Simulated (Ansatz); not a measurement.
# Rock-salt PrN

Calculation: rVV10 in Ansatz (PAW).

Numerical settings: plane-wave cutoff 520 eV, 18×18×18 k mesh, Fermi–Dirac smearing 0.05 eV, spin-polarised with parallel moments, scalar-relativistic PAW data made under PBE.

Cell: relaxed at this level.

```
Property                                           Result
------------------------------------------  -------------
volume per atom                             16.70 Å³/atom
bulk modulus B0                                   123 GPa
band gap                                             none
lattice parameter a                               5.112 Å
pressure derivative B′ of the bulk modulus            4.0
```

Note: the magnetic order was assumed, not searched for or taken from measurement; the 4f shell is treated without U or exact exchange, so its levels and filling can be wrong.

Spin–orbit coupling is not included; it can open a gap where bands touch, and shift volumes and moduli.

Cost on a shared machine: roughly 6 core-minutes.

Ansatz is a program for electronic structure.
